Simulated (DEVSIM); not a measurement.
Device: Pd/AlN/p-Ge capacitor, at 300 K.

Layer 1 from the left is AlN, thickness (nm) 15.0. Layer 2 from the left is Ge, thickness (nm) 5400, Na (cm⁻³) 1.2e16.

Metal gate on the left, work function 5.2 eV. Fixed charge at the semiconductor interface -1.7e11 cm⁻² (in units of +e); no interface traps.

Constants are typed, rounded textbook-type inputs, not results; the design itself was drawn at random and stands for no fabricated device. Values at 300 K.

AlN: gap (eV) 6.1, affinity (eV) 1.9, permittivity 8.5. Ge: gap (eV) 0.664, affinity (eV) 4, permittivity 16, Nc (cm⁻³) 1.04e19, Nv (cm⁻³) 6e18.

Problem. Estimate by hand the flat-band voltage, the threshold voltage, and compare with a numerical solution.

Solution. 
- Flat-band voltage: C = 0.502 μF/cm², work-function difference 0.697 V; VFB = φms − qNf/C = 0.75 V; numerical 0.75 V.
- Threshold voltage: φF = 0.164 V, depletion charge √(4εqNφF) = 4.23e-8 C/cm²; VT = VFB + 2φF + Qd/C = 1.16 V; numerical 1.16 V.

Simulated with DEVSIM: 1D Poisson equation in equilibrium, Boltzmann statistics, complete ionisation; no quantum confinement or tunnelling. Metal contacts follow the ideal Schottky-Mott rule: no Fermi-level pinning, no interface dipoles.
